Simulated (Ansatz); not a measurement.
The parent structure is ZnSnO₃ (space group R3c, No. 161; a = 5.278 Å, c = 14.010 Å (hexagonal axes)).

All numbers come from Ansatz (a quantum-chemistry and plane-wave program) PBEsol, no spin-orbit coupling.

One change was made to it. Results:

The lattice parameter a shrinks by 0.0116 Å (5.278 Å → 5.267 Å); the band gap increases by 0.05 eV, from 1.25 eV to 1.30 eV; the valence-band top at Γ (three highest levels, from the VBM) goes from 0.00, 0.00, -0.59 eV to 0.00, 0.00, -0.60 eV.

### Question
Which change produced these results?
A. pressure −2 GPa
B. pressure 1.5 GPa
C. pressure 10 GPa
D. pressure 7.5 GPa

### Answer
B, pressure 1.5 GPa. For comparison, the band gap in the other runs: pressure −2 GPa gives 1.18 eV; pressure 10 GPa gives 1.55 eV; pressure 7.5 GPa gives 1.48 eV.

Load acts through the strain it causes; cell and atoms are relaxed under it. Stability against distortions was not tested. Competing high-pressure phases were not computed.
